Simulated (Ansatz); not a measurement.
**InP, pressure series**

The reference is InP in the zinc blende structure (space group F-43m, No. 216; a = 5.9594 Å).

Cell and atoms are relaxed at each pressure.

Method: Kohn–Sham DFT with the PBE functional, run in Ansatz (a quantum-chemistry and plane-wave program) with PAW and 420 eV plane waves, no spin-orbit coupling.

```json
[
 {"variant": "base", "band gap": "0.44 eV", "shortest interatomic distance": "2.580 Å", "electron mass": "0.037 mₑ (at Γ)"},
 {"variant": "pressure −2 GPa", "band gap": "0.24 eV", "shortest interatomic distance": "2.612 Å", "electron mass": "–"},
 {"variant": "pressure −1 GPa", "band gap": "0.35 eV", "shortest interatomic distance": "2.596 Å", "electron mass": "0.030 mₑ (at Γ)"},
 {"variant": "pressure 0.3 GPa", "band gap": "0.47 eV", "shortest interatomic distance": "2.576 Å", "electron mass": "0.039 mₑ (at Γ)"},
 {"variant": "pressure 0.7 GPa", "band gap": "0.51 eV", "shortest interatomic distance": "2.571 Å", "electron mass": "0.041 mₑ (at Γ)"},
 {"variant": "pressure 1.5 GPa", "band gap": "0.57 eV", "shortest interatomic distance": "2.560 Å", "electron mass": "0.046 mₑ (at Γ)"},
 {"variant": "pressure 3 GPa", "band gap": "0.69 eV", "shortest interatomic distance": "2.542 Å", "electron mass": "0.055 mₑ (at Γ)"},
 {"variant": "pressure 5 GPa", "band gap": "0.83 eV", "shortest interatomic distance": "2.520 Å", "electron mass": "0.064 mₑ (at Γ)"},
 {"variant": "pressure 7.5 GPa", "band gap": "0.99 eV", "shortest interatomic distance": "2.496 Å", "electron mass": "0.075 mₑ (at Γ)"},
 {"variant": "pressure 10 GPa", "band gap": "1.12 eV", "shortest interatomic distance": "2.475 Å", "electron mass": "0.084 mₑ (at Γ)"}
]
```

Load acts through the strain it causes; cell and atoms are relaxed under it. Effective masses come from finite differences of ±0.01 Å⁻¹. No phonon test of stability was made. Measured, InP leaves this structure (for rock salt) near 9.8 GPa (temperature not stated; as listed in Datta, Sujoy, Jana, Debnarayan, arXiv (2020)). The zero or small gap of InP under pressure −2 GPa can change with the level of theory.
